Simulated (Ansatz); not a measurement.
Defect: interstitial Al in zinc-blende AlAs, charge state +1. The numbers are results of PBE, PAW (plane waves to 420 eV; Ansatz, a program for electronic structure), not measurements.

Cell of 64 host sites held at the relaxed PBE lattice; one k-point at (0.250, 0.250, 0.250); Fermi-Dirac width 0.01 eV, spin-restricted; finite-size errors left in. Static, classical nuclei. The charge state is imposed; whether it is stable for some Fermi level was not computed. Sites that were not tried may lie lower. The start lies 0.45 eV above the lowest site run (PBE).

Barriers: single points on a 2×2×2 k-point mesh shifted by half a step at the bands' geometries (they differ from the bands' own by up to 0.19 eV, and are uncertain by about as much).

The step: one Al atom jumps by itself. Atoms about the jump, Cartesian Å from the middle of the jump, before and after:

```
atom     x0     y0     z0     x1     y1     z1
----  -----  -----  -----  -----  -----  -----
Al1   -0.74  -0.73   0.69   0.74   0.73  -0.69
As2    0.75   0.77   2.18   0.73   0.73   2.17
Al3   -0.71  -0.70  -2.19  -0.80  -0.78  -2.23
As4   -2.19   0.83  -0.76  -2.16   0.75  -0.70
As5    0.82  -2.18  -0.76   0.74  -2.14  -0.69
Al6   -0.71   2.28   0.72  -0.81   2.27   0.83
Al7    2.26  -0.70   0.72   2.28  -0.81   0.85
```

Problem. Where do these atoms stand at the saddle point, and how high is it?

Solution. 
| atom | x | y | z |
|---|---|---|---|
| Al1 | -0.17 | -0.13 | 0.16 |
| As2 | 0.78 | 0.79 | 2.29 |
| Al3 | -0.70 | -0.72 | -2.25 |
| As4 | -2.33 | 0.86 | -0.76 |
| As5 | 0.85 | -2.32 | -0.77 |
| Al6 | -0.79 | 2.36 | 0.78 |
| Al7 | 2.33 | -0.78 | 0.77 |
It lies 0.79 eV above the start and 1.24 eV above the end. The saddle point's order was not checked, and it lies on a symmetry element of the cell, where a band can be held.
